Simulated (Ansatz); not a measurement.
```yaml
crystal:
  lattice:
    - [2.48374, 0.00000, 0.00000]
    - [-1.24187, 2.15098, 0.00000]
    - [0.00000, 0.00000, 4.21463]
  atoms:
    - { symbol: B, position: [0.33333, 0.66667, 0.00080] }
    - { symbol: B, position: [0.66667, 0.33333, 0.50080] }
    - { symbol: N, position: [0.33333, 0.66667, 0.37420] }
    - { symbol: N, position: [0.66667, 0.33333, 0.87420] }
```

These are PBE, rigid bands (plane waves, PAW, scalar-relativistic; Ansatz, a quantum-chemistry and plane-wave program) values and carry that method's errors. Condition of this run: biaxial stress in the c plane of 27 GPa (compression positive) (the target of the relaxation). How the cell was made: cell and atoms relaxed with PBEsol, then loaded as said.

### Question
Predict the electron conductivity mass (n e² τ/σ) at 300 K, by direction if it differs.

### Answer
0.50 (x), 0.50 (y), 0.31 (z) mₑ.

### Question
Predict the hole conductivity mass (n e² τ/σ) at 300 K, by direction if it differs.

### Answer
0.79 (x), 0.79 (y), 1.35 (z) mₑ.

### Question
And the band gap?

### Answer
4.95 eV at this level; semilocal functionals usually fall short of the measured gap.

Rigid bands, one relaxation time for all states, no polarons. Spin-orbit coupling is left out. Geometry: cell and atoms relaxed with PBEsol.
